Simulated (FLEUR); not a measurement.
Input and output of a self-consistent single point for Pt₃Ti (Pm-3m, 4 atoms in the cell) (FLEUR).

Computed with LDA (Perdew-Zunger), all-electron FLAPW (FLEUR), scalar-relativistic valence in FLEUR.

```yaml
crystal:
  lattice:
    - [3.92000, 0.00000, 0.00000]
    - [0.00000, 3.92000, 0.00000]
    - [0.00000, 0.00000, 3.92000]
  atoms:
    - { symbol: Ti, position: [0.00000, 0.00000, 0.00000] }
    - { symbol: Pt, position: [0.00000, 0.50000, 0.50000] }
    - { symbol: Pt, position: [0.50000, 0.00000, 0.50000] }
    - { symbol: Pt, position: [0.50000, 0.50000, 0.00000] }
```

Reference input (self-consistent single point, DFT, PBE, all-electron FLAPW (FLEUR), scalar-relativistic valence): Kmax = 4.1 1/bohr; GmaxXC = 12.3 1/bohr; xcFunctional = pbe; jspins = 1; l_soc = F; mode = hist; fermiSmearingEnergy = 0.00367493 Htr; mesh (inpgen div1-3) = 6 6 6; inpgen gamma flag = true; Gmax = 12.3 1/bohr; numbands = 0; maxIterBroyd = 25. This run's input differs from it in these lines:

```diff
@@ -16,2 +16,3 @@
 &comp jspins=1 /
+&exco xctyp='pz' /
 &kpt div1=6 div2=6 div3=6 gamma=t /
@@ -28,3 +29,3 @@
       <coreElectrons ctail="T" frcor="F" kcrel="0" coretail_lmax="0"/>
-      <xcFunctional name="pbe" relativisticCorrections="F"/>
+      <xcFunctional name="pz" relativisticCorrections="F"/>
       <magnetism jspins="1"/>
```

Log, with long lists cut:

```
 Iteration:     1   Distance:      22.94559010 me/bohr^3
 Iteration:     2   Distance:      16.67326496 me/bohr^3
 Iteration:     3   Distance:      12.66801083 me/bohr^3
 Iteration:     4   Distance:       6.94906746 me/bohr^3
 Iteration:     5   Distance:       7.36776292 me/bohr^3
   [... 9 lines left out ...]
 Iteration:    15   Distance:       0.00063255 me/bohr^3
 Iteration:    16   Distance:       0.00029669 me/bohr^3
 Iteration:    17   Distance:       0.00017715 me/bohr^3
 Iteration:    18   Distance:       0.00000850 me/bohr^3
 Run finished successfully
 Stop message:
   Structural relaxation: Done

[file out, last iteration]
             iter=     19
[...]
          total density-effective poten   -9.8577213285E+04
          total charge density-energy d   -1.0812559930E+03
 Updated energy parameters for spin:           1
[...]
 fermi energy and band-weighting factors:

[...]
FERMIE:
          first approx. to ef    (T=0)  :   0.515438 htr   (energy of the highest occ. eigenvalue)
          number of occ. states  (T=0)  :        602
          first approx. to seigv (T=0)  : -21.177708 htr
          sum of weights of occ. states :  30.018519
          sum of semicore charge        :   0.000000 e
FERHIS:  Fermi-Energy by histogram:
          bandgap                     :   0.000020 htr
   [... lines left out ...]
          charge neutrality (T=0)     :   0.037037    (zero if the highest occ. eigenvalue is "entirely" occupied)
     EF_NEWTON:  Adjust Fermi-Energy by Newton-Method.
 Direct bandgap for spin            1 :    2.8032236160850932E-003  Htr
 ---->    free energy=                    -56161.5139382097 htr
   [... lines left out ...]
      extrapolation for T->0
 ---->    total electron energy=          -56161.5127727926 htr
 ***** TOTAL FORCES ON ATOMS *****
 TOTAL FORCE FOR ATOM TYPE=  1  X=  0.000   Y=  0.000   Z=  0.000
                       FX_TOT= 0.000000 FY_TOT= 0.000000 FZ_TOT= 0.000000
 TOTAL FORCE FOR ATOM TYPE=  2  X=  0.000   Y=  3.704   Z=  3.704
                       FX_TOT= 0.000000 FY_TOT= 0.000000 FZ_TOT= 0.000000
 Structural relaxation: Done
```

The run converged in 18 iterations. FLEUR gives forces in its relaxation mode, with a further iteration, so its stop message speaks of a relaxation. 

The starting cell has typed, rounded lattice constants, without a prior relaxation at this level. Spin-orbit coupling is off. Spin polarisation is off. Values depend on the basis (sphere radii, cutoffs, local orbitals), which need not be converged. The log's line on a gap gives a spacing of levels on this mesh, which the program prints for metals too.

Cost on one core of a shared machine: roughly 90 s.
